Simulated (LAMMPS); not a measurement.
LAMMPS 22 Jul 2025, classical MD, EAM (NiAlH_jea.eam.alloy): NiAl, 5488 atoms.

```yaml
task: MD, nve
potential: EAM, NiAlH_jea.eam.alloy
copies_of_the_repeat_unit: 14×14×14
shape (slab and sphere leave vacuum in the box): bulk
temperature: 800 K
steps: 5000
timestep: 2 fs
neighbor_skin: 2 Å
neigh_modify: every 1 delay 0 check yes
thermo: 100
newton: on (default)
atom_modify sort (bins of 2 Å where set): 1000 (default)
comm_style: brick (default)
box: 40.4 × 40.4 × 40.4 Å
start: generated B2 lattice, warmed in an untimed run
compared_values: energy and forces of the first step, drift over the run
```

It runs on a single node (Arm Neoverse V2, 96 cores on 1 socket, no SMT, 1 L3 cache group).

Times are wall-clock medians of two to five runs, from launch to exit, with nothing else on the machine. Processes are pinned to neighbouring cores unless said otherwise. The build: PyPI wheel: MPICH, OPENMP and OPT packages; another build can shift the numbers. Scratch files lie in a memory file system. A preparatory run goes ahead and isn't timed.

The candidates, on 32 cores each, agree within 1.0 meV/atom in energy, 10 meV/Å in forces on 48 atoms, 0.20 meV an atom in drift of the total energy:
A. 32 ranks, suffix = none (plain styles) (default)
B. 32 ranks, suffix = opt
C. 1 rank × 32 threads, suffix = omp
D. 32 ranks, suffix = omp
E. 8 ranks × 4 threads, suffix = omp

Which of these settings finishes first?

D and E, at 1.4 s to 1.5 s, level within 8 % or the scatter of repeats. At the other end C takes 1.6× as long.

```csv
candidate,wall time,repeats,neighbour list builds
D,1.4 s,3 runs within 1 %,0
E,1.5 s,3 runs within 1 %,0
A,1.6 s,3 runs within 1 %,0
B,1.7 s,3 runs within 1 %,0
C,2.2 s,3 runs within 4 %,0
```

From the slowest to the fastest: The largest move is in pair forces (Pair): 1.5 s to 0.94 s. As resolved by the program: grid of ranks 1 by 1 by 1 against 2 by 4 by 4.
